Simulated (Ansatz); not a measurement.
Consider Rh in the fcc (Cu type) structure (space group Fm-3m, No. 225; a = 3.782 Å; relaxed with 0.1 eV smearing). Axes: x, y, z lie along the cube axes.

Level of theory: DFT with PBEsol, PAW potentials and a 420 eV plane-wave cutoff in Ansatz (an electronic-structure program), no SOC.

Perturbation: every lattice vector is shortened by 1.50 %, atoms relaxed at fixed cell.

Task: Predict the stress tensor and what it implies for the stiffness.

Result: Stress of the strained cell less that of the base (GPa, compression positive):
```
   14.9     0.0     0.0
    0.0    14.9     0.0
    0.0     0.0    14.9
```

Then B = −ΔP/(ΔV/V₀) with ΔV/V₀ = -0.0443 gives secant stiffness values (nonlinear terms included at this strain): B ≈ 337 GPa.

As a check, the harmonic strain energy −½ V₀ Δσ:ε is 28 meV/atom; the computed energy rise is 27 meV/atom.

Stability against distortions was not tested. The final runs are not spin-polarised.
